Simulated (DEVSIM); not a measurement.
Structure: abrupt Si n-p junction, at 400 K.

Layer 1 from the left is Si, thickness (μm) 17.0, Nd (cm⁻³) 3.7e17, τn (s) 3.5e-5, τp (s) 3.5e-5. Layer 2 from the left is Si, thickness (μm) 68.0, Na (cm⁻³) 8.3e14, τn (s) 3.5e-5, τp (s) 3.5e-5.

Left contact: ohmic. Right contact: ohmic. Voltage is applied to the left contact. Recombination: SRH at mid-gap, radiative. Mobility is constant in doping.

This is a model device: material constants are rounded textbook-type values typed into the input, and sizes, dopings and lifetimes were drawn at random. Values at 300 K; Nc and Nv go as T^1.5, mobilities as T to minus their exponent, the gap by Varshni's rule with the affinity fixed.

Si: gap (eV) 1.124, affinity (eV) 4.05, permittivity 11.7, Nc (cm⁻³) 2.86e19, Nv (cm⁻³) 3.1e19, μn (cm²/Vs) 1417, μp (cm²/Vs) 470, T exponent of μn 2.3, T exponent of μp 2.2, B (cm³/s) 4.7e-15, Varshni α (eV/K) 0.000473, Varshni β (K) 636.

### Question
Estimate by hand the built-in potential, the peak field at zero bias, and compare with a numerical solution.

### Answer

- Built-in potential: ni = √(Nc Nv) exp(−Eg/2kT) = 5.68e12 cm⁻³ with Eg = 1.096 eV; Vbi = kT/q ln(Na Nd/ni²) = 0.554 V; numerical 0.554 V.
- Peak field at zero bias: depletion approximation: W = √(2εVbi/(qN)) = 0.930 μm with N = 8.28e14 cm⁻³; field = 2Vbi/W = 11900 V/cm; numerical 39200 V/cm (estimate below by 70 %).

Model (solved in DEVSIM): 1D drift-diffusion, Boltzmann statistics, complete ionisation; no tunnelling, impact ionisation, image-force lowering or self-heating.
